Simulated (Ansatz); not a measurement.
BeS (model structure, started from the CdTe type, P6₄22, No. 181, 6 atoms in the cell), treated with dielectric-dependent PBEsol hybrid in Ansatz (PAW).

Settings: plane-wave cutoff 460 eV, 9×9×4 k mesh (along the axes of the cell as run), Fermi–Dirac smearing 0.01 eV, scalar-relativistic PAW data made under PBE.

The cell is the one relaxed with PBEsol. Conventional cell: a = 3.4236 Å, b = 3.4236 Å, c = 7.7459 Å, α = 90.00°, β = 90.00°, γ = 120.00°.

```yaml
crystal:
  lattice:
    - [3.42364, 0.00000, 0.00000]
    - [-1.71182, 2.96496, 0.00000]
    - [0.00000, 0.00000, 7.74593]
  atoms:
    - { symbol: Be, position: [0.00000, 0.50000, 0.66667] }
    - { symbol: Be, position: [0.50000, 0.50000, 0.00000] }
    - { symbol: Be, position: [0.50000, 0.00000, 0.33333] }
    - { symbol: S, position: [0.00000, 0.50000, 0.16667] }
    - { symbol: S, position: [0.50000, 0.50000, 0.50000] }
    - { symbol: S, position: [0.50000, 0.00000, 0.83333] }
```

List the 15 lowest band energies at Γ above −25 eV (eV, relative to the valence band maximum), grouping those that round alike.

At Γ: -15.56, -13.91 (×2), -5.26 (×2), -2.91, -1.24 (×2), -0.74 (×2), -0.35, 0.00, 4.89 (×2), 5.84.

Note: the run warned that its exchange threshold was loose for the stress; the relaxation could raise the start's symmetry but not lower it, so the cell can be a saddle point; cell and atoms aren't relaxed at this level (pressure -0.3 GPa).

A model structure was made by putting elements into a prototype or built by hand; it is no filed structure, need not be a known phase, and can be a saddle point held by its symmetry.

Ansatz is a first-principles code.
